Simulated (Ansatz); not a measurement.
**Al2O3 (model structure, started from the Al2S3 type, Amm2, No. 38, 10 atoms in the cell): smallest direct gap on the k points sampled by level of theory**

No measured value is used here.

```json
[
 {"level (code)": "LDA (Ansatz)", "value (eV)": "[?]"},
 {"level (code)": "PBEsol (Ansatz)", "value (eV)": "4.01"},
 {"level (code)": "r²SCAN (Ansatz)", "value (eV)": "4.64"},
 {"level (code)": "HSE06 (Ansatz)", "value (eV)": "5.78"}
]
```

### Question
Some entries are withheld; supply them.

### Answer

- LDA (Ansatz, a quantum-chemistry and plane-wave program), value (eV): 3.91

Computed values are for a static lattice.  Values are at the PBEsol cell. Cutoffs and k meshes differ between the levels. Ansatz's density-functional and Hartree–Fock values are scalar-relativistic unless marked +SOC, with PAW data made under PBE.

A model structure was made by putting elements into a prototype or built by hand; it is no filed structure, need not be a known phase, and can be a saddle point held by its symmetry.
